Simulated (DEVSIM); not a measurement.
Model (solved in DEVSIM): 1D drift-diffusion, Boltzmann statistics, complete ionisation; no tunnelling, impact ionisation, image-force lowering or self-heating.

System: abrupt Si n-p junction, at 400 K.

| layer (left to right) | material | thickness (μm) | Nd (cm⁻³) | Na (cm⁻³) | τn (s) | τp (s) |
|---|---|---|---|---|---|---|
| 1 | Si | 0.370 | 1.2e16 | - | 0.00061 | 0.00061 |
| 2 | Si | 66.0 | - | 1.2e15 | 0.00061 | 0.00061 |

Left contact: ohmic. Right contact: ohmic. Voltage is applied to the left contact. Recombination: SRH at mid-gap. Mobility is μmin + (μ − μmin)/(1 + (N/Nref)^α).

The device is made up for the run: typed textbook-type constants, with dimensions and the other settings drawn at random. Values at 300 K; Nc and Nv go as T^1.5, mobilities as T to minus their exponent, the gap by Varshni's rule with the affinity fixed. The table also holds parameters that only a changed run uses.

```csv
parameter,Si
gap (eV),1.124
affinity (eV),4.05
permittivity,11.7
Nc (cm⁻³),2.86e19
Nv (cm⁻³),3.1e19
μn (cm²/Vs),1417
μp (cm²/Vs),470
"μn,min",52
"μp,min",45
"Nref,n",9.7e16
"Nref,p",2.2e17
αn,0.68
αp,0.72
T exponent of μn,2.3
T exponent of μp,2.2
Cn (cm⁶/s),2.8e-31
Cp (cm⁶/s),9.9e-32
Varshni α (eV/K),0.000473
Varshni β (K),636
```

One input was changed, with this effect: dark forward voltage at 1 A/cm² 0.398 → 0.331 V.

Question: Which change was it?
A. minority lifetime in layer 1 0.00061 → 0.00018 s
B. thickness of layer 1 0.37 → 1.9 μm
C. thickness of layer 2 66 → 23 μm
D. constant mobility in place of the doping-dependent one
E. Auger recombination switched on

Answer: C, thickness of layer 2 66 → 23 μm
